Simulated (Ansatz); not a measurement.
Ni2P (P-62m), PBEsol, DFPT electron-phonon coupling, linearised Boltzmann equation (Ansatz, a first-principles code). Phonon-limited resistivity 37.2 μΩ·cm at 300 K along x (a = (5.80, 0.00, 0.00) Å; b = (-2.90, 5.02, 0.00) Å; c = (0.00, 0.00, 3.32) Å), current-weighted mean free path 3.8 nm, Drude plasma energy 3.95 eV.

Question: What is the classical skin depth at 100 GHz (nonmagnetic, μ₀ = 1.257×10⁻⁶ H/m)?

Answer: δ = √(ρ/(π f μ₀)) = 971 nm.

Question: What Drude relaxation time do resistivity and plasma energy imply?

Answer: ω_p = 6.00e15 s⁻¹, so τ = 1/(ε₀ ω_p² ρ) = 8.43 fs, a damping ħ/τ of 78.1 meV.

Question: Estimate the resistivity of a 80 nm square wire with diffuse walls from ρ ≈ ρ₀(1 + 3ℓ/4d).

Answer: 1 + 0.75 × 3.8/80 = 1.04, so ρ ≈ 38.5 μΩ·cm and a line 1 μm long has 60.2 Ω. The formula is the free-electron limit for d well above ℓ; grain boundaries add to it.

A metal at this level (no band gap). Only scattering by harmonic phonons is included (no impurities, grain boundaries, electron-electron scattering or thermal expansion). Spin-orbit coupling is left out. Halving the electron mesh (16x16x24) moves the resistivity by up to 2 % at 300 K, the mean free path by up to 4 %. Smearing 0.20 eV; phonons on a 3x3x4 q mesh, which this run doesn't test.

Formula and space group known from diffraction (Crystallography Open Database), not checked to be the room-temperature form: Ni2P (P-62m). Treated as nonmagnetic (a ferromagnetic start lost its moment, other orders weren't tried): Ni2P (P-62m).
